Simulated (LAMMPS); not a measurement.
Melts of Ag (fcc) cooled to 300 K at several rates.

Computed with classical MD, pair style meam, file library.meam (library.meam-Ag); code LAMMPS.

```tsv
cooling rate (K/s)	energy above the crystal	state	density	coordination number	rough cost
3e+12	0.080 eV/atom	glass	10.2 g/cm³ (one sample)	9.9 (counted to 3.26 Å)	23 core-minutes
1e+13	0.081 eV/atom	glass	10.2 g/cm³ (one sample)	9.9 (counted to 3.26 Å)	5 core-minutes
1e+14	0.091 eV/atom	glass	10.0 g/cm³ (one sample)	9.6 (counted to 3.26 Å)	6 core-minutes
```

Costs are rough and include melting and analysis.

Caution: the potential MEAM library.meam-Ag is a first-neighbour MEAM set with a 4 Å cutoff, used here without a parameter file and away from the static properties it was fitted to.
